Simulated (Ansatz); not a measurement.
Al on the 1x1 (100) surface of fcc Cu, one in a 2x2 cell, started at the site 'top Cu'

All values below come from PBE (plane waves to 420 eV, PAW; Ansatz, a quantum-chemistry and plane-wave program).

Slab: 17 atoms, 5.3 Å thick at the start under the adsorbate (thin: gaps and levels are the slab's own); k 6x6x1, smearing 0.1 eV, dipole-corrected; 8 atoms held, the rest relaxed; start symmetry kept, larger cells not searched; no spin, no spin-orbit, no U, no dispersion correction. At the end it is bonded to Cu. In PBE this state lies 0.78 eV over the lowest of the starts that converged ('hollow Cu-Cu-Cu-Cu over Cu at depth 1.8 Å').

```yaml
adsorption energy against an atom of fcc Al: 0.83 eV
work_function_of_the_top_face: 4.04 eV
change_of_the_work_function: -0.51 eV
change_of_the_step_from_the_bottom_to_the_top_vacuum_level_against_the_clean_slab: -0.43 eV
energy_released_by_relaxation: 0.32 eV
height of the binding atom over the mean of the host atoms within 0.3 Å of the top one: 3.926 bohr
nearest_host_atoms_of_the_binding_atom: Cu at 2.27 Å, Cu at 3.25 Å, Cu at 3.25 Å
largest_move_of_a_host_atom: 0.17 Å
cost: around 9 core-minutes (rough)
```

A negative adsorption energy means that the adsorbate is more stable on the surface than in its reference.
